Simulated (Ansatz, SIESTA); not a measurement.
# One structure in several programs: RbMg6Cu (Amm2, 8 atoms in the cell)

Self-consistent single point.

```xyz
8
Lattice="5.2630 0.0000 0.0000 0.0000 3.2629 5.8703 0.0000 -3.2629 5.8703" Properties=species:S:1:pos:R:3 pbc="T T T"
Rb     2.6315     0.0000     7.8357
Mg     2.6315     1.6615     4.9057
Mg     2.6315    -1.6615     4.9057
Mg     0.0000     1.7915     6.8291
Mg     0.0000    -1.7915     6.8291
Mg     0.0000     0.0000     3.8328
Mg     0.0000     0.0000     9.9344
Cu     2.6315     0.0000     1.8895
```

Shared settings, as Ansatz (an electronic-structure program) writes them: kpoints.mp_grid.grid = 4 3 3; magnetization.spin_orbit = true; scf.occupations.method = fermi_dirac; scf.occupations.width = 0.1 eV. Potentials and cutoffs stand in the table.

```json
[
 {"code": "Ansatz", "model": "PBEsol with spin-orbit coupling, PAW files made with PBE", "pressure (GPa)": "-0.94", "largest force (eV/Å)": "0.126", "cutoff": "default"},
 {"code": "SIESTA", "model": "GGA PBEsol with spin-orbit coupling, numerical atomic orbitals DZP, PseudoDojo PBEsol fully relativistic norm-conserving potentials (rewritten from UPF to PSML)", "pressure (GPa)": "–", "largest force (eV/Å)": "0.110", "cutoff": "grid 350 Ry"}
]
```

Size of the force on each atom (eV/Å): Sizes of forces hide their directions.

```tsv
code	Rb1	Mg2	Mg3	Mg4	Mg5	Mg6	Mg7	Cu8
Ansatz	0.008	0.054	0.054	0.076	0.076	0.057	0.049	0.126
SIESTA	0.006	0.095	0.095	0.103	0.103	0.029	0.095	0.110
```

A dash marks a value that a program does not give, or that is left out as unsure.

The spread over the programs that give each value: largest force within 0.016 eV/Å.

SIESTA uses small atom-centred bases, whose incompleteness enters pressures, forces and empty levels differently from a plane-wave cutoff.

The starting cell comes from a database of computed structures (which also holds hypothetical and non-ambient phases and stackings), without a prior relaxation at this level.

Keys are those of Ansatz 0.2.
